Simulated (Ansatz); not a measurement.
The reference is BaTiO3 (space group P4mm, No. 99; a = 3.973 Å, c = 4.112 Å). Axes: x, y, z lie along a, b, c of the conventional cell.

Level of theory: Kohn–Sham DFT with the r2SCAN functional, run in Ansatz (a first-principles code) with PAW and 500 eV plane waves, scalar-relativistic without spin-orbit coupling, earlier PAW set.

Base values:

```
Item                   Result
-------------------  --------
Smallest direct gap   2.70 eV
Pressure             0.0 kbar
```

Perturbation: the cell is stretched by 0.43 % along x with no lateral relaxation, atoms relaxed at fixed cell.

Task: What happens to the smallest direct gap and pressure?

Result: The smallest direct gap drops by 0.01 eV, from 2.70 eV to 2.69 eV; the pressure (mean of the normal stresses, compression positive) goes from zero to -7.1 kbar.

The cells carry an imposed strain or load. Stability against distortions was not tested. The final runs are not spin-polarised.
